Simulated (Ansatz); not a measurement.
# Response to strain in ZnGeP2

Start from ZnGeP2 in the chalcopyrite structure (space group I-42d, No. 122).

```xyz
8
Lattice="-2.7121 2.7121 5.3548 2.7121 -2.7121 5.3548 2.7121 2.7121 -5.3548" Properties=species:S:1:pos:R:3 pbc="T T T"
Zn     0.0000     2.7121     2.6774
Zn     0.0000     0.0000     0.0000
Ge     2.7121     0.0000     2.6774
Ge     0.0000     0.0000     5.3548
P      1.3560     1.3649    -1.3387
P      1.3560     1.3472     4.0161
P      4.0593     1.3560     1.3387
P     -1.3472     1.3560     6.6935
```

Cartesian axes are those of the cell as printed.

Strains are applied to the cell and any free atomic positions relax; under biaxial strain the out-of-plane vector relaxes too.

Method: PBEsol (Ansatz, a quantum-chemistry and plane-wave program, PAW, without spin-orbit coupling), earlier PAW set.

Candidates:
(a) biaxial strain −1.90 %, plane normal [001], relaxed out of plane
(b) biaxial strain −0.56 %, plane normal [001], relaxed out of plane
(c) tensor shear ε_yz = +0.96 %

Base values:

The band gap is 1.07 eV.

Problem. Order them by band gap, highest first.

Solution. (b) biaxial strain −0.56 %, plane normal [001], relaxed out of plane (1.08 eV), (c) tensor shear ε_yz = +0.96 % (0.99 eV), (a) biaxial strain −1.90 %, plane normal [001], relaxed out of plane (0.97 eV)

Stability against distortions was not tested.
